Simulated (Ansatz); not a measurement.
# TiO2: response to strain

Consider TiO2 in the rutile structure (space group P4_2/mnm, No. 136; a = 4.591 Å, c = 2.939 Å). Axes: x, y, z lie along a, b, c of the conventional cell.

Strains are applied to the cell and any free atomic positions relax; under biaxial strain the out-of-plane vector relaxes too.

The values are results of PBEsol in Ansatz (plane waves to 420 eV, PAW, no SOC), not measurements.

Notes on the quantities. pressure: mean of the normal stresses, compression positive.

```json
[
 {"change": "base", "pressure": "0.0 kbar", "out-of-plane strain": "–", "band gap": "1.87 eV"},
 {"change": "biaxial strain −3.00 %, plane normal [001], relaxed out of plane", "pressure": "81.2 kbar", "out-of-plane strain": "+2.24 %", "band gap": "1.90 eV"},
 {"change": "biaxial strain −2.40 %, plane normal [001], relaxed out of plane", "pressure": "63.9 kbar", "out-of-plane strain": "[?]", "band gap": "1.88 eV"},
 {"change": "biaxial strain −1.80 %, plane normal [001], relaxed out of plane", "pressure": "47.0 kbar", "out-of-plane strain": "[?]", "band gap": "1.87 eV"},
 {"change": "biaxial strain −1.20 %, plane normal [001], relaxed out of plane", "pressure": "30.8 kbar", "out-of-plane strain": "[?]", "band gap": "1.86 eV"},
 {"change": "biaxial strain −0.60 %, plane normal [001], relaxed out of plane", "pressure": "[?]", "out-of-plane strain": "+0.40 %", "band gap": "1.86 eV"}
]
```

**Question.** Complete the table.

**Answer.** 
- biaxial strain −2.40 %, plane normal [001], relaxed out of plane, out-of-plane strain: +1.74 %
- biaxial strain −1.80 %, plane normal [001], relaxed out of plane, out-of-plane strain: +1.27 %
- biaxial strain −1.20 %, plane normal [001], relaxed out of plane, out-of-plane strain: +0.82 %
- biaxial strain −0.60 %, plane normal [001], relaxed out of plane, pressure: 15.1 kbar

Gaps are Kohn–Sham eigenvalue differences; semilocal functionals usually give less than the measured gap. Stability against distortions was not tested. All final runs are without spin polarisation.

Ansatz is a first-principles code.
